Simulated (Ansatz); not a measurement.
Seebeck coefficient (μV/K, mean over directions) of n-type BP (F-43m) against carrier density, HSE06, rigid bands run with Ansatz (an electronic-structure program). Computed gap 1.95 eV; densities at which minority carriers matter at this gap, or further valleys turn the trend, are left out. Conductivity mass 0.32 mₑ (harmonic mean over directions), N_c = 3.8e19 cm⁻³ at 300 K.

```
electron density  300 K  500 K
----------------  -----  -----
1e16 cm⁻³             …   -991
1e17 cm⁻³          -726   -792
1e18 cm⁻³          -528   -594
3e18 cm⁻³          -434   -499
1e19 cm⁻³          -331   -396
3e19 cm⁻³          -241   -304
1e20 cm⁻³             …      …
3e20 cm⁻³           -83   -127
1e21 cm⁻³           -38    -64
```

Q: What belongs in the gaps?

A: 
- 1e16 cm⁻³, 300 K: -925
- 1e20 cm⁻³, 300 K: -150
- 1e20 cm⁻³, 500 K: -206

Rigid bands with a gap fixed in temperature, one relaxation time for all states, no polarons or phonon drag, and whether or not such doping can be reached. Spin-orbit coupling is left out. Geometry: cell and atoms relaxed with PBEsol.
